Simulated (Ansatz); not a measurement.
Worked example: self-consistent single point of LiNbF6 (R3, 8 atoms in the cell) in Ansatz (a quantum-chemistry and plane-wave program).

Level of theory: LDA (PW92), default PAW files made with PBE (plane waves; Ansatz).

```
LiNbF6
1.0
    2.57010     1.48385     4.57979
   -2.57010     1.48385     4.57979
    0.00000    -2.96770     4.57979
Li Nb F
1 1 6
Direct
  0.50364   0.50364   0.50364
  0.00000   0.00000   0.00000
  0.12815   0.75325   0.36355
  0.87185   0.24675   0.63645
  0.36355   0.12815   0.75325
  0.63645   0.87185   0.24675
  0.75325   0.36355   0.12815
  0.24675   0.63645   0.87185
```

Reference input (self-consistent single point, DFT, LDA (PW92), plane waves, default PAW files made with PBE): basis.ecutwfc = 420 eV; kpoints.mp_grid.grid = 5 5 5; hamiltonian.xc = lda; hamiltonian.pseudopotentials = {kind: paw} (the program's default PAW files); scf.occupations.method = fixed. This run's input differs from it in these lines:

Ansatz 0.2 input:
```diff
@@ -15,3 +15,3 @@
 basis:
-  ecutwfc: 420.0 eV
+  ecutwfc: 565.0 eV
 kpoints:
```

The program printed (abridged):

```
SCF iter   1: F=—  HF=-9415.054881 eV  |F-HF|=—  |Δ(HF+E_count)|=         —  Δρ=2.09e-2  dr2=3.61e-1  ethr=1.77e-3  ⟨swp⟩=4.9  Hψ=3146  notcnv=0  defer=115
all-band conjugate gradients solve this SCF's bands
preconditioner: auto → Resta (q_TF=auto, 2.472 Å⁻¹)
SCF iter   2: F=—  HF=-9414.974963 eV  |F-HF|=—  |Δ(HF+E_count)|=   7.99e-2  Δρ=7.92e-3  dr2=4.50e-2  ethr=6.22e-4  ⟨swp⟩=2.1  Hψ=1451  notcnv=0  defer=115
   [... lines left out ...]
SCF iter   5: F=—  HF=-9414.962985 eV  |F-HF|=—  |Δ(HF+E_count)|=   2.38e-5  Δρ=2.91e-4  dr2=5.99e-5  ethr=2.66e-7  ⟨swp⟩=2.4  Hψ=1218  notcnv=0  defer=68
SCF iter   6: F=—  HF=-9414.963070 eV  |F-HF|=—  |Δ(HF+E_count)|=   8.52e-5  Δρ=6.45e-5  dr2=3.55e-6  ethr=1.03e-7  ⟨swp⟩=2.0  Hψ=1201  notcnv=0  defer=52
SCF iter   7: F=—  HF=-9414.963071 eV  |F-HF|=—  |Δ(HF+E_count)|=   1.37e-7  Δρ=2.28e-5  dr2=3.84e-7  ethr=6.11e-9  ⟨swp⟩=2.5  Hψ=1448  notcnv=0  defer=52
SCF iter   8: F=-9414.963071 eV  HF=-9414.963071 eV  |F-HF|=2.48e-8  |Δ(HF+E_count)|=   3.49e-7  Δρ=4.60e-6  dr2=3.19e-8  ethr=1.72e-10  ⟨swp⟩=11.0  Hψ=3882  notcnv=0
SCF 1 converged in 8 iterations: F = -9414.963071 eV  dr2 = 3.19e-8
Free energy (F): -9414.963071 eV
Internal energy: -9414.963071 eV  (E = F + TS)
E sigma→0 (E₀):  -9414.963071 eV
Fermi energy:    -0.175451 eV
--- Forces (eV/Å), atoms counted from 1 ---
  atom   1  Li     0.00000000    -0.00000000    -0.11693486
  atom   2  Nb    -0.00000000    -0.00000000     0.19673760
  atom   3  F     -0.54994949     0.84908724    -0.69637215
  atom   4  F      0.53169617    -0.80951684     0.66977143
  atom   5  F     -0.46035637    -0.90081385    -0.69637215
  atom   6  F      0.43521407     0.86522081     0.66977143
  atom   7  F      1.01030586     0.05172661    -0.69637215
  atom   8  F     -0.96691024    -0.05570397     0.66977143
--- Stress (GPa, compression-positive) ---
       -8.957530       0.000000      -0.000000
       -0.000000      -8.957530       0.000000
       -0.000000       0.000000      -9.141645
  P = ⅓ Tr σ = -9.0189 GPa (-90.189 kbar)
  The stress holds the Pulay correction. Without it, at fixed plane waves, as pw.x and ABINIT print it: P = -9.0299 GPa
```

The run converged in 8 iterations. Against the reference run the free energy goes down by 5.8 meV/atom, the pressure stays at -9.02 GPa, the largest force stays at 1.228 eV/Å and the gap on the mesh stays at 5.206 eV.

The starting cell comes from a database of computed structures (which also holds hypothetical and non-ambient phases and stackings), without a prior relaxation at this level. Its lattice was rescaled by up to half a per cent. One atom was moved a little off its site on purpose. Forces in this geometry exceed 1 eV/Å. Ansatz's pressure includes its estimate of the finite-basis (Pulay) stress.
